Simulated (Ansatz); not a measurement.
# Pressure series in WS2

The parent structure is WS2 (space group P6_3/mmc, No. 194; layered, stacked along the Cartesian z axis).

```
WS2
1.0
    3.11474     0.00000     0.00000
   -1.55737     2.69745     0.00000
    0.00000     0.00000    11.77237
W S
2 4
Direct
  0.66667   0.33333   0.25000
  0.33333   0.66667   0.75000
  0.66667   0.33333   0.88355
  0.33333   0.66667   0.38355
  0.33333   0.66667   0.11645
  0.66667   0.33333   0.61645
```

Cell and atoms are relaxed at each pressure.

All numbers come from PBEsol-D3(BJ) in Ansatz (plane waves to 420 eV, PAW, spin-orbit coupling left out).

Notes on the quantities. enthalpy: H = E + PV relative to the base's energy.

| variant | smallest direct gap | band gap | enthalpy |
|---|---|---|---|
| base | 1.92 eV | 0.65 eV | – |
| pressure −2 GPa | 1.88 eV | 0.81 eV | -0.21 eV/atom |
| pressure −1 GPa | 1.90 eV | 0.72 eV | -0.10 eV/atom |
| pressure 0.3 GPa | 1.93 eV | 0.64 eV | +0.03 eV/atom |
| pressure 0.7 GPa | 1.94 eV | 0.61 eV | +0.07 eV/atom |
| pressure 1.5 GPa | 1.95 eV | 0.57 eV | +0.15 eV/atom |
| pressure 3 GPa | 1.93 eV | 0.49 eV | +0.30 eV/atom |
| pressure 5 GPa | 1.81 eV | 0.41 eV | +0.50 eV/atom |
| pressure 7.5 GPa | 1.67 eV | 0.31 eV | +0.74 eV/atom |
| pressure 10 GPa | 1.54 eV | 0.23 eV | +0.98 eV/atom |

Spin-orbit coupling, missing from the scalar runs, can matter with W. Load acts through the strain it causes; cell and atoms are relaxed under it. Whether these cells are dynamically stable was not tested. No other phases were tried under pressure. A zero or small gap of WS2 under pressure 10 GPa can be the functional's error rather than a property of the material.

Ansatz is a program for electronic structure.
